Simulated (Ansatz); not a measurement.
Take Pb in the fcc (Cu type) structure (space group Fm-3m, No. 225; a = 4.9909 Å) as the base. Axes: x, y, z lie along the cube axes.

All numbers come from r2SCAN in Ansatz (plane waves to 500 eV, PAW, scalar-relativistic without spin-orbit coupling).

Base values:

* **Shortest interatomic distance**: 3.529 Å

One thing is altered: a free-standing slab of 3 layers (3 atoms, 1 a layer) is cut normal to [111], with 15 Å of vacuum and the in-plane cell held at bulk.

Problem. What happens to the excess energy per area of both faces?

Solution. The excess energy per area of both faces (slab less bulk energy over the cell's area: twice a surface energy) comes out as 0.74 J/m² (uncertain by up to 0.04 J/m²).

Problem. What does the calculation give for the change of the spacing d12 from its bulk value of 2.882 Å after the change?

Solution. The change of the spacing d12 from its bulk value of 2.882 Å comes out as -5.3 %.

Problem. What happens to the shortest interatomic distance?

Solution. The shortest interatomic distance falls by 0.124 Å (3.529 Å → 3.405 Å).

Slab and bulk use different k-meshes, which limits the precision of the excess energy. Stability against distortions was not tested.

Ansatz is a quantum-chemistry and plane-wave program.
